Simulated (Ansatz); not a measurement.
The decay constant κ of evanescent states in the gap governs leakage through a thin film.

Here is the system:

```yaml
crystal:
  lattice:
    - [3.15411, 0.00000, 0.00000]
    - [-1.57706, 2.73154, 0.00000]
    - [0.00000, 0.00000, 12.14306]
  atoms:
    - { symbol: W, position: [0.33333, 0.66667, 0.25000] }
    - { symbol: W, position: [0.66667, 0.33333, 0.75000] }
    - { symbol: S, position: [0.33333, 0.66667, 0.62032] }
    - { symbol: S, position: [0.66667, 0.33333, 0.37968] }
    - { symbol: S, position: [0.66667, 0.33333, 0.12032] }
    - { symbol: S, position: [0.33333, 0.66667, 0.87968] }
```

The cell was relaxed by PBE-D3(BJ); by r2SCAN it stands under a pressure of 2.2 GPa.

Transport runs along the normal of the first two printed cell vectors, the (001) plane of the conventional cell.

No gap correction and no spin-orbit coupling; mid-gap is the computed energy nearest the middle.

### Question
Compute, with r2SCAN (Ansatz, a first-principles code), the band gap and the smallest decay constant κ at mid-gap.

### Answer
Gap 1.00 eV on a 12×12×4 mesh; κ = 0.205 1/Å, at (0.167, 0.167) of the in-plane reciprocal vectors. At the zone centre the slowest state has κ = 0.37 1/Å.
